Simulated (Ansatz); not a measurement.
# Pressure series in YN

Consider YN in the rock salt structure (space group Fm-3m, No. 225; a = 4.856 Å).

Cell and atoms are relaxed at each pressure.

Levels (all Ansatz, a quantum-chemistry and plane-wave program, PAW): PBEsol (420 eV, no SOC); HSE06 (420 eV, without spin-orbit coupling).

Band gaps by level, all at the geometries relaxed with PBEsol:

```tsv
case	PBEsol	HSE06
base	0.08 eV	1.05 eV
pressure −2 GPa	0.10 eV	1.07 eV
pressure −1 GPa	0.09 eV	1.06 eV
pressure 3 GPa	zero	1.02 eV
pressure 5 GPa	zero	1.00 eV
```

Single points use the geometry relaxed with PBEsol. HSE06 was sampled on its mesh, a few special points and the semilocal edge points, so its gap is an upper bound. Load acts through the strain it causes; cell and atoms are relaxed under it. Stability against distortions was not tested. No other phases were tried under pressure. The base started in Pnma and relaxed to Fm-3m at this level. The final runs are not spin-polarised. Gaps under 0.05 eV, about the width of the smearing, are given as zero. A zero or small gap of YN can be the functional's error rather than a property of the material.
